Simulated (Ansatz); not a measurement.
SiSn (model structure, started from the NiAs type, P6₃/mmc, No. 194, 4 atoms in the cell): equilibrium volume per atom by level of theory

No measured value is used here.

```
level (code)         value (Å³/atom)
-------------------  ---------------
PBE (Ansatz)              (withheld)
PBEsol (Ansatz)                21.93
PBE-D3(BJ) (Ansatz)            21.94
```

Problem. Complete the blanks.

Solution. 
- PBE (Ansatz, a quantum-chemistry and plane-wave program), value (Å³/atom): 22.90

Ansatz's density-functional and Hartree–Fock values are scalar-relativistic unless marked +SOC, with PAW data made under PBE.

A model structure was made by putting elements into a prototype or built by hand; it is no filed structure, need not be a known phase, and can be a saddle point held by its symmetry.
